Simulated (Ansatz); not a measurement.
Functionals compared on a constructed model of the (100) surface of fcc Ag, a pseudomorphic layer of Pt in the host's stacking (bottom of the slab: a bare face, its two planes held), in Ansatz (plane waves, PAW). The structure was relaxed with PBE; the other rows are single points on it. Cutoff 420 eV (500 eV for r2SCAN).

Set-up: 7 atoms, 12.4 Å thick at the start; mesh 13x13x1; 0.1 eV smearing; dipole correction on; 2 atoms held, the rest relaxed; held to the start's symmetry, so lower structures may exist; no spin, no spin-orbit, no U. It is one candidate, not shown to be the stable structure of the face. These notes are the PBE run's.

```tsv
functional	work function of the top face (eV)	rough cost of the single point
PBE	5.71	–
RPBE	…	about 20 core-seconds (a rough figure)
r2SCAN	5.77	about 50 core-seconds (a rough figure)
```

Question: Fill in the missing entries.

Answer: 
- RPBE, work function of the top face (eV): 5.54

Ansatz is a quantum-chemistry and plane-wave program.
